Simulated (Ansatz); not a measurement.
The starting structures come from a database of crystals and need not be the phases stable at ambient conditions.

Data:

```xyz
10
Lattice="5.7767 0.0000 0.0000 0.0000 5.8025 0.0000 2.8884 0.0000 6.2861" Properties=species:S:1:pos:R:3 pbc="T T T"
Pb     5.7767     4.5229     4.9763
Pb     2.8884     1.2796     1.3098
Pb     5.7767     4.5229     1.3098
Pb     2.8884     1.2796     4.9763
Cl     5.7767     1.2626     3.1431
Cl     2.8884     4.5399     3.1431
O      4.3325     0.0000     0.0000
O      1.4442     0.0000     0.0000
F      1.4442     2.9013     0.0000
F      4.3325     2.9013     0.0000
```

The cell was relaxed by PBE-D3(BJ); by r2SCAN it stands under a pressure of -0.8 GPa.

Transport runs along the normal of the first two printed cell vectors.

The gap is the functional's own. No spin-orbit coupling. Mid-gap values are those at the computed energy nearest the middle.

**Question.** Estimate the band gap and the smallest decay constant κ at mid-gap that Ansatz (a first-principles code) with r2SCAN returns for this system.

**Answer.** Gap 2.94 eV on a 6×6×6 mesh; κ = 0.283 1/Å, at the zone centre.
